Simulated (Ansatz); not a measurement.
Defect: interstitial Ag in monoclinic ZrO2, charge state +1. The step: a direct jump of one Ag atom; the atom moves 1.57 Å along (0.24, -0.11, 0.19) of the unit cell; the moving atom starts with neighbours 2 O at 2.15, O at 2.23, O at 2.43, O at 2.48, O at 2.64; Zr at 2.63, Zr at 2.70 Å and ends with 2 O at 2.15, O at 2.23, O at 2.43, O at 2.48, O at 2.64; Zr at 2.63, Zr at 2.70 Å. A PBE band in Ansatz (plane-wave PAW, the Γ point alone, 96 host sites, 55 SCF runs with any check of the saddle's order, static, no finite-size correction) gives a forward barrier of 0.29 eV. The program found a first-order saddle point. The charge state is imposed; whether it is stable for some Fermi level was not computed. Sites that were not tried may lie lower.

Single points at the band's start and saddle point can refine it. Rough cost of one point, in units of the band's mean SCF on the same machine:

| Level | Cost of one point |
|---|---|
| PBE, a 2×2×2 k-point mesh shifted by half a step | about 9 |
| r2SCAN at 500 eV, the Γ point alone | about 2 |

Question: Which of these move the barrier by more than 0.1 eV, and how far does each move it?

Answer: Not one does. PBE, a 2×2×2 k-point mesh shifted by half a step: -0.01 eV; r2SCAN at 500 eV, the Γ point alone: 0.00 eV. Each functional is compared with PBE at the same k-points.

Ansatz is a first-principles code.
